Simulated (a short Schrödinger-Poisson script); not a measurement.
Stack: MOS inversion layer, Si3N4 on p-type Ge(100), at 300 K.

| layer | material | thickness (nm) | Na (cm⁻³) |
|---|---|---|---|
| 1 | Si3N4 | 3.7 | - |
| 2 | Ge | 700 | 3.5e17 |

Constants are typed, rounded textbook-type inputs, not results; the design itself was drawn at random and stands for no fabricated device. Si3N4: permittivity 7.5, conduction-band edge (eV) 1.9, gap (eV) 5.1, electron mass (mₑ) 0.5. Ge: permittivity 16, conduction-band edge (eV) 0, gap (eV) 0.664, Nv at 300 K (cm⁻³) 6e18.

Channel valleys (confinement mass, in-plane density-of-states mass, number): L4 0.12, 0.295, 4. At the gate the conduction-band edge of layer 1 lies 1.97 eV − eVg above the Fermi level of the channel; the field vanishes at the back. Gaps are held at their typed values at every temperature. Mesh 0.03 nm at interfaces.

Solved with a short Schrödinger-Poisson script written for these runs: 1D Poisson equation in equilibrium, electrons quantum, Hartree (BenDaniel-Duke, 12 states a valley, the channel's in-plane mass for all, wave functions ending at the dielectric), parabolic valleys, classical holes, full ionisation, no traps, pinning or gate leakage.

The same stack at other levels of the model or other numerical settings:

```tsv
run	sheet density of all electrons at Vg = 1.7 V (cm⁻²)	sheet density of all electrons at Vg = 0.5 V (cm⁻²)	capacitance at Vg = 1.7 V (μF/cm²)	centroid of the channel electrons at Vg = 1.7 V (nm)	rough cost against the base
base	1.17e13	1.56e12	1.44	2.64	about 1
electrons treated as classical, Boltzmann	1.51e13	2.57e12	1.73	0.51	0.04
electrons treated as classical, Fermi-Dirac	[?]	[?]	1.60	0.97	0.2
mesh six times as coarse	1.17e13	1.56e12	1.44	2.64	0.3
one subband a valley	1.17e13	1.55e12	1.44	[?]	0.5
```

Task: Complete the blanks.

Result: 
- electrons treated as classical, Fermi-Dirac, sheet density of all electrons at Vg = 0.5 V (cm⁻²): 2.45e12
- electrons treated as classical, Fermi-Dirac, sheet density of all electrons at Vg = 1.7 V (cm⁻²): 1.41e13
- one subband a valley, centroid of the channel electrons at Vg = 1.7 V (nm): 2.61

The classical rows ignore confinement, and Boltzmann statistics overrate the density once the band edge passes the Fermi level.

Only the L valleys are kept; under strong confinement the Δ valleys of Ge fill too.
